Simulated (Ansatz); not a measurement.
Base system: SnSe in the GeS type structure (space group Pnma, No. 62; layered, stacked along the Cartesian x axis).

```
CELL_PARAMETERS angstrom
     11.53436     0.00000     0.00000
      0.00000     4.12083     0.00000
      0.00000     0.00000     4.57837
ATOMIC_POSITIONS crystal
  Sn 0.11797 0.25000 0.11652
  Sn 0.38203 0.75000 0.61652
  Sn 0.88203 0.75000 0.88348
  Sn 0.61797 0.25000 0.38348
  Se 0.85352 0.25000 0.48537
  Se 0.64648 0.75000 0.98537
  Se 0.14648 0.75000 0.51463
  Se 0.35352 0.25000 0.01463
```

Cartesian axes are those of the cell as printed.

The values are results of Kohn–Sham DFT with the r2SCAN+rVV10 functional, run in Ansatz (a program for electronic structure) with PAW and 500 eV plane waves, scalar-relativistic without spin-orbit coupling, earlier PAW set, not measurements.

The change: every lattice vector is shortened by 1.94 %, atoms relaxed at fixed cell.

**Question.** Predict the stress tensor and what it implies for the stiffness.

**Answer.** Stress of the strained cell less that of the base (GPa, compression positive):
```
   2.14    0.00    0.00
   0.00    2.73    0.00
   0.00    0.00    1.94
```

Then B = −ΔP/(ΔV/V₀) with ΔV/V₀ = -0.0571 gives secant stiffness values (nonlinear terms included at this strain): B (at held cell shape, above the free-shape value) ≈ 40 GPa.

As a check, the harmonic strain energy −½ V₀ Δσ:ε is 11 meV/atom; the computed energy rise is 10 meV/atom.

Stability against distortions was not tested.
